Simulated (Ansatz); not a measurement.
Input and output of a self-consistent single point for a (100) slab of LaBi (cut from a parent of space group no. 225; 8 atoms in the cell) (Ansatz, a program for electronic structure).

Computed with PBEsol, default PAW files made with PBE (plane waves; Ansatz).

```
BiLa
1.0
    4.73515     0.00000     0.00000
   -4.73515     4.73515     0.00000
    0.00000     0.00000    24.04480
Bi La
4 4
Direct
  0.00000   0.00000   0.43038
  0.00000   0.50000   0.29112
  0.00000   0.00000   0.70888
  0.00000   0.50000   0.56963
  0.00000   0.00000   0.29112
  0.00000   0.50000   0.43038
  0.00000   0.00000   0.56963
  0.00000   0.50000   0.70888
```

Reference input (self-consistent single point, DFT, PBEsol, plane waves, default PAW files made with PBE): basis.ecutwfc = 420 eV; kpoints.mp_grid.grid = 5 5 1; hamiltonian.xc = pbesol; hamiltonian.pseudopotentials = {kind: paw} (the program's default PAW files); scf.occupations.method = gaussian; scf.occupations.width = 0.1 eV. This run's input differs from it in these lines:

Ansatz 0.2 input:
```diff
@@ -17,3 +17,3 @@
 kpoints:
-  mp_grid: { grid: [5, 5, 1] }
+  mp_grid: { grid: [22, 22, 1] }
 hamiltonian:
```

Output, abridged:

```
SCF iter   1: F=—  HF=-73619.814558 eV  |F-HF|=—  |Δ(HF+E_count)|=         —  Δρ=1.42e-3  dr2=1.45e-2  ethr=1.77e-3  ⟨swp⟩=6.4  Hψ=21668  notcnv=0
all-band conjugate gradients solve this SCF's bands
preconditioner: auto → LDOS
SCF iter   2: F=—  HF=-73619.823261 eV  |F-HF|=—  |Δ(HF+E_count)|=   8.70e-3  Δρ=1.04e-3  dr2=2.20e-2  ethr=1.40e-5  ⟨swp⟩=3.5  Hψ=11326  notcnv=0  defer=350
   [... lines left out ...]
SCF iter   5: F=—  HF=-73619.819131 eV  |F-HF|=—  |Δ(HF+E_count)|=   1.52e-3  Δρ=1.44e-4  dr2=3.65e-4  ethr=7.31e-6  ⟨swp⟩=2.0  Hψ=7376  notcnv=0  defer=351
SCF iter   6: F=—  HF=-73619.819040 eV  |F-HF|=—  |Δ(HF+E_count)|=   9.06e-5  Δρ=3.45e-5  dr2=9.67e-6  ethr=3.51e-7  ⟨swp⟩=2.3  Hψ=8501  notcnv=0  defer=349
SCF iter   7: F=—  HF=-73619.819366 eV  |F-HF|=—  |Δ(HF+E_count)|=   3.25e-4  Δρ=1.02e-5  dr2=1.34e-6  ethr=9.30e-9  ⟨swp⟩=2.9  Hψ=9015  notcnv=0  defer=336
SCF iter   8: F=-73619.819365 eV  HF=-73619.819366 eV  |F-HF|=2.02e-8  |Δ(HF+E_count)|=   7.00e-9  Δρ=3.54e-6  dr2=8.32e-8  ethr=9.62e-11  ⟨swp⟩=20.0  Hψ=35580  notcnv=0
SCF 1 converged in 8 iterations: F = -73619.819365 eV  dr2 = 8.32e-8
Free energy (F): -73619.819365 eV
Internal energy: -73619.816937 eV  (E = F + TS)
E sigma→0 (E₀):  -73619.818151 eV
Entropy (-TS):   -0.002428 eV (-0.304 meV/atom)
Fermi energy:    3.784292 eV
--- Forces (eV/Å), atoms counted from 1 ---
  atom   1  Bi     0.00000000     0.00000000    -0.14034991
  atom   2  Bi     0.00000000     0.00000000    -0.09079072
  atom   3  Bi     0.00000000     0.00000000     0.09079072
  atom   4  Bi     0.00000000     0.00000000     0.14034991
  atom   5  La     0.00000000     0.00000000     0.66162756
  atom   6  La     0.00000000     0.00000000     0.00648120
  atom   7  La     0.00000000     0.00000000    -0.00648120
  atom   8  La     0.00000000     0.00000000    -0.66162756
--- Stress (GPa, compression-positive) ---
       -2.306514       0.000000       0.000000
        0.000000      -2.306514       0.000000
        0.000000       0.000000      -1.570809
  P = ⅓ Tr σ = -2.0613 GPa (-20.613 kbar)
  The stress holds the Pulay correction. Without it, at fixed plane waves, as pw.x and ABINIT print it: P = -2.0676 GPa
```

The run converged in 8 iterations. Against the reference run the free energy drops by 2.9 meV/atom and the largest force moves little (0.652 to 0.662 eV/Å).

The starting cell comes from a database of computed structures (which also holds hypothetical and non-ambient phases and stackings), without a prior relaxation at this level. The slab is cut from that crystal, and its faces are unrelaxed. Its lattice was rescaled by up to half a per cent. Spin-orbit coupling is off.

Cost on one core of a shared machine: roughly 3 min.
